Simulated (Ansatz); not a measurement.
**Band gap of ZrSe2 (model structure, started from the 3R-MoS2 type, R3m, No. 160, 3 atoms in the cell) at several levels of theory**

No measured value is used here.

```csv
level (code),value (eV)
LDA (Ansatz),0.00
PBE+SOC (Ansatz),0.00
PBEsol+SOC (Ansatz),0.00
HSE06 (Ansatz),0.30
```

Computed values are for a static lattice. Spin–orbit coupling is included only where a level's name says +SOC; with heavier elements it mostly lowers gaps and can invert bands. A gap of zero means that the bands touch or overlap; how far they overlap is not shown.  HSE06: PBE has no gap here, and a hybrid on a coarse mesh can open a false one. Values are at the PBE-D3(BJ) cell. Cutoffs and k meshes differ between the levels. Ansatz's density-functional and Hartree–Fock values are scalar-relativistic unless marked +SOC, with PAW data made under PBE.

A model structure was made by putting elements into a prototype or built by hand; it is no filed structure, need not be a known phase, and can be a saddle point held by its symmetry.

Ansatz is a first-principles code.
